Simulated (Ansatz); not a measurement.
The reference is a 16-atom supercell of SnO in the litharge type structure (space group P4/nmm, No. 129; a = 3.793 Å, c = 4.764 Å; layered, stacked along the Cartesian z axis) at its relaxed geometry.

All numbers come from DFT with r2SCAN+rVV10, PAW potentials and a 500 eV plane-wave cutoff in Ansatz (a quantum-chemistry and plane-wave program), without spin-orbit coupling.

Before the change:

The pressure is 0.0 GPa.

It is then changed as follows: a neutral Sn on a O site (antisite), atoms relaxed at fixed cell, starting from a slightly rattled geometry.

Tabulated Pauling electronegativity and covalent radius: O 3.44, 0.66 Å; Sn 1.96, 1.39 Å.

Task: What happens to the pressure, largest displacement of a host atom from its site in the perfect cell and shift of the substituted atom off its lattice site?

Result: The pressure goes from zero to 9.2 GPa; the largest displacement of a host atom from its site in the perfect cell amounts to 1.08 Å; the shift of the substituted atom off its lattice site is 0.35 Å.

In so small a cell the defect repeats every few ångströms: this is an ordered compound, not a dilute defect. The final runs are not spin-polarised. The defect cell is not spin-polarised.
